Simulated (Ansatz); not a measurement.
Data:

```xyz
2
Lattice="0.0000 2.7766 2.7766 2.7766 0.0000 2.7766 2.7766 2.7766 0.0000" Properties=species:S:1:pos:R:3 pbc="T T T"
Na     0.0000     0.0000     0.0000
Cl     2.7766     2.7766     2.7766
```

No spin polarisation.

Computed with Kohn–Sham DFT with the PBE functional, run in Ansatz (a quantum-chemistry and plane-wave program) with PAW and 420 eV plane waves, no spin-orbit coupling. Γ-centred 10×10×10 mesh, Fermi–Dirac width 0.05 eV.

Question: What gap character does the calculation give?

Answer: Direct at Γ.

Question: Estimate the band gap.

Answer: 5.29 eV.

The cells carry an imposed strain or load. Stability against distortions was not tested. The cell was made from NaCl in the rock salt structure (space group Fm-3m, No. 225) by this change: isotropic strain −2.50 %.
